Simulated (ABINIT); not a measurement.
A self-consistent single point of SiO₂ (P4_12_12, 12 atoms in the cell) with ABINIT.

Method: PBE, norm-conserving pseudopotentials (PseudoDojo nc-sr-05 PBE standard) (plane waves; ABINIT).

The change in words: lattice scaled by 1.015. Reference geometry:
```yaml
crystal:
  lattice:
    - [4.95421, 0.00000, 0.00000]
    - [0.00000, 4.95421, 0.00000]
    - [0.00000, 0.00000, 6.88054]
  atoms:
    - { symbol: Si, position: [0.69866, 0.69866, 0.50000] }
    - { symbol: Si, position: [0.80134, 0.19866, 0.75000] }
    - { symbol: Si, position: [0.30134, 0.30134, 0.00000] }
    - { symbol: Si, position: [0.19866, 0.80134, 0.25000] }
    - { symbol: O, position: [0.89357, 0.76139, 0.32011] }
    - { symbol: O, position: [0.73861, 0.39357, 0.57011] }
    - { symbol: O, position: [0.10643, 0.23861, 0.82011] }
    - { symbol: O, position: [0.26139, 0.60643, 0.07011] }
    - { symbol: O, position: [0.39357, 0.73861, 0.42989] }
    - { symbol: O, position: [0.23861, 0.10643, 0.17989] }
    - { symbol: O, position: [0.60643, 0.26139, 0.92989] }
    - { symbol: O, position: [0.76139, 0.89357, 0.67989] }
```

Reference input (self-consistent single point, DFT, PBE, plane waves, norm-conserving pseudopotentials (PseudoDojo nc-sr-05 PBE standard)): pseudos = [Si.upf, O.upf]; ecut = 1143 eV; occopt = 1; ngkpt = 3 3 2; nshiftk = 1; shiftk = 0 0 0; potentials = PseudoDojo nc-sr-05 PBE standard; nband = 34; kptopt = 1; nstep = 60; tolvrs = 1e-11. This run's input differs from it in these lines:

```diff
@@ -5,5 +5,5 @@
 rprim
-         9.3620943947    0.0000000000    0.0000000000
-         0.0000000000    9.3620943947    0.0000000000
-         0.0000000000    0.0000000000   13.0023342998
+         9.5025256122    0.0000000000    0.0000000000
+         0.0000000000    9.5025256122    0.0000000000
+         0.0000000000    0.0000000000   13.1973691537
 natom 12
```

The program printed (abridged):

```
--- !BeginCycle
solver: {iscf: 7, nstep: 60, nline: 4, wfoptalg: 0, }
tolerances: {tolvrs: 1.00E-11, }
...

     iter   Etot(hartree)      deltaE(h)  residm     vres2
 ETOT  1  -148.86640905713    -1.489E+02 1.906E-01 2.188E+03
 ETOT  2  -149.29935668898    -4.329E-01 5.424E-03 1.459E+03
 ETOT  3  -149.81104516269    -5.117E-01 4.196E-03 3.543E+01
 ETOT  4  -149.81574676937    -4.702E-03 1.104E-03 5.650E+00
 ETOT  5  -149.81639827020    -6.515E-04 4.031E-04 2.447E-01
 ETOT  6  -149.81640790412    -9.634E-06 3.562E-04 3.420E-02
 ETOT  7  -149.81640904070    -1.137E-06 1.364E-04 7.567E-04
 ETOT  8  -149.81640904959    -8.881E-09 1.094E-04 5.006E-05
 ETOT  9  -149.81640905383    -4.249E-09 4.260E-05 6.346E-07
 ETOT 10  -149.81640905385    -1.643E-11 3.963E-05 1.009E-08
 ETOT 11  -149.81640905385    -3.780E-12 3.204E-05 6.014E-10
 ETOT 12  -149.81640905386    -7.674E-13 4.044E-05 3.099E-11
 ETOT 13  -149.81640905386    -8.811E-13 3.228E-05 3.308E-12
 At SCF step   13       vres2   =  3.31E-12 < tolvrs=  1.00E-11 =>converged.

 Cartesian components of stress tensor (hartree/bohr^3)
  sigma(1 1)= -1.52151643E-05  sigma(3 2)=  0.00000000E+00
  sigma(2 2)= -1.52151643E-05  sigma(3 1)=  0.00000000E+00
  sigma(3 3)= -2.36474343E-05  sigma(2 1)=  0.00000000E+00

 ----iterations are completed or convergence reached----

 reduced coordinates (array xred) for   12 atoms
       0.698660000000      0.698660000000      0.500000000000
       0.801340000000      0.198660000000      0.750000000000
       0.301340000000      0.301340000000      0.000000000000
       0.198660000000      0.801340000000      0.250000000000
       0.893570000000      0.761390000000      0.320110000000
       0.738610000000      0.393570000000      0.570110000000
   [... lines left out ...]
 Fermi (or HOMO) energy (hartree) =  -0.02989   Average Vxc (hartree)=  -0.30402
 Fermi (or HOMO) energy (eV) =  -0.81346   Average Vxc (eV)=  -8.27269
   [... lines left out ...]
total_energy        : -1.49816409053856E+02
total_energy_eV     : -4.07671181529126E+03
band_energy         : -1.80481548794119E+01
...

-Cartesian components of stress tensor (GPa)         [Pressure=  5.3034E-01 GPa]
- sigma(1 1)= -4.47645515E-01  sigma(3 2)=  0.00000000E+00
- sigma(2 2)= -4.47645515E-01  sigma(3 1)=  0.00000000E+00
- sigma(3 3)= -6.95731419E-01  sigma(2 1)=  0.00000000E+00

 Calculation completed.
```

The run converged in 13 iterations. Against the reference run the free energy falls by 17.6 meV/atom, the pressure goes from 8.45 to 0.53 GPa, the largest force goes from 0.501 to 0.066 eV/Å and the gap on the mesh goes from 5.889 to 5.619 eV.

The starting cell comes from a database of computed structures (which also holds hypothetical and non-ambient phases and stackings), without a prior relaxation at this level. Its lattice was rescaled by a random factor within 2.5 % of one. For this run, on top of that: lattice scaled by 1.015.

Cost on one core of a shared machine: roughly 2 min.
